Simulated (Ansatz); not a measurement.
**Effect of Ru → Pb on LaRu2**

Take LaRu2 in the cubic Laves (MgCu2 type) structure (space group Fd-3m, No. 227; a = 7.6006 Å) as the base.

Now apply this change: full substitution Ru → Pb; the structure is relaxed again.

Method: PBEsol (Ansatz, an electronic-structure program, PAW, scalar-relativistic without spin-orbit coupling). k-mesh 9×9×9 (Γ-centred); smearing 0.05 eV (Fermi–Dirac), for the changed cell.

```csv
quantity,base,changed,shift
volume per atom,18.29 Å³,30.87 Å³,+12.573 Å³
density,10.32 g/cm³,9.92 g/cm³,-0.40 g/cm³
space group,Fd-3m (No. 227),Fd-3m (No. 227),–
shortest interatomic distance,2.687 Å,3.199 Å,+0.512 Å
band gap,zero,zero,–
```

Final structure:

```yaml
crystal:
  lattice:
    - [0.00000, 4.52421, 4.52421]
    - [4.52421, 0.00000, 4.52421]
    - [4.52421, 4.52421, 0.00000]
  atoms:
    - { symbol: La, position: [0.75000, 0.75000, 0.75000] }
    - { symbol: La, position: [0.50000, 0.50000, 0.50000] }
    - { symbol: Pb, position: [0.12500, 0.12500, 0.62500] }
    - { symbol: Pb, position: [0.12500, 0.62500, 0.12500] }
    - { symbol: Pb, position: [0.12500, 0.12500, 0.12500] }
    - { symbol: Pb, position: [0.62500, 0.12500, 0.12500] }
```

Stability against distortions was not tested. As relaxed here, LaPb2 is a hypothetical phase, not in the database extracts checked. All final runs are without spin polarisation.
